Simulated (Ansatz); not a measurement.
How far PBE-D3(BJ) and PBEsol-D3(BJ) part for hypothetical CdI2 type CeO2, biaxial strain +0.69 %, plane normal [001], relaxed out of plane

Consider CeO2 in the CdI2 type structure (space group P-3m1, No. 164; a = 3.602 Å, c = 4.523 Å; a hypothetical phase, not in the database extracts checked). Axes: x lies along a and z along c of the hexagonal cell.

(Cell as relaxed with PBE-D3(BJ).)

Levels (all Ansatz, an electronic-structure program, PAW, earlier PAW set): PBE-D3(BJ) (420 eV, scalar-relativistic without spin-orbit coupling); PBEsol-D3(BJ) (420 eV, no spin-orbit coupling).

Each level relaxes its own structure.

```tsv
base	PBE-D3(BJ)	PBEsol-D3(BJ)
volume per atom	16.94 Å³	15.92 Å³
lattice parameter a	3.602 Å	3.568 Å
band gap	2.23 eV	2.27 eV
```

One thing is altered: tensile biaxial strain of 0.69 % in the plane normal to [001], as in epitaxy on a mismatched substrate; the out-of-plane cell vector and the atoms relax.

```json
[
 {"quantity": "band gap", "PBE-D3(BJ)": "2.17 eV", "PBEsol-D3(BJ)": "___"},
 {"quantity": "mean in-plane stress (compression positive)", "PBE-D3(BJ)": "-2.5 GPa", "PBEsol-D3(BJ)": "___"},
 {"quantity": "out-of-plane strain", "PBE-D3(BJ)": "-0.32 %", "PBEsol-D3(BJ)": "___"}
]
```

Problem. Predict the PBEsol-D3(BJ) column.

Solution. 
- band gap, PBEsol-D3(BJ): 2.21 eV
- mean in-plane stress (compression positive), PBEsol-D3(BJ): -2.8 GPa
- out-of-plane strain, PBEsol-D3(BJ): -0.38 %

PBE-D3(BJ)'s band gap lies 0.04 eV below PBEsol-D3(BJ)'s; PBE-D3(BJ)'s in-plane stress lies 0.3 GPa above PBEsol-D3(BJ)'s; PBE-D3(BJ)'s out-of-plane strain lies 0.066 % above PBEsol-D3(BJ)'s. Neither level is exact; PBEsol-D3(BJ) is the comparison here, not a measurement.

Whether these cells are dynamically stable was not tested. Starting moments died away, wholly or in part, for the base; another magnetic solution may exist. All final runs are without spin polarisation.
